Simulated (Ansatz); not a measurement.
# Effective masses and thermopower of ZnS under load (space group F-43m)

Here is the system:

```
ZnS
1.0
    0.00000     2.62877     2.62877
    2.62877     0.00000     2.62877
    2.62877     2.62877     0.00000
Zn S
1 1
Direct
  0.00000   0.00000   0.00000
  0.25000   0.25000   0.25000
```

The numbers are results of PBEsol, rigid bands (plane waves, PAW, scalar-relativistic; Ansatz, a quantum-chemistry and plane-wave program), not measurements. Condition of this run: hydrostatic pressure 5 GPa (the target of the relaxation). Geometry: cell and atoms relaxed with PBEsol, then loaded as said.

```yaml
band_gap: 2.33 eV
electron conductivity mass (300 K, dilute): 0.190 mₑ
hole conductivity mass (300 K, dilute): 0.69 mₑ
effective density of states N_c (300 K): 2.0e18 cm⁻³
effective density of states N_v (300 K): 7.6e19 cm⁻³
density_of_states_mass_electrons: 0.187 mₑ
density_of_states_mass_holes: 2.1 mₑ
Seebeck coefficient, n-type 1e19 cm⁻³, 300 K: -109 μV/K
Seebeck coefficient, p-type 1e19 cm⁻³, 300 K: 387 μV/K
best p-type power factor at 300 K for τ = 10 fs (best axis; densities from 1e16 to 1e21 cm⁻³ tried, whether or not they can be reached): 17.3 μW/(cm·K²) at 3e20 cm⁻³
```

Rigid bands; masses and Seebeck coefficients take one relaxation time τ for all states and one kind of carrier; polarons and phonon drag are left out. Spin-orbit coupling is left out; where it splits the top of the valence band, N_v and the p-type Seebeck coefficient come out somewhat high without it.
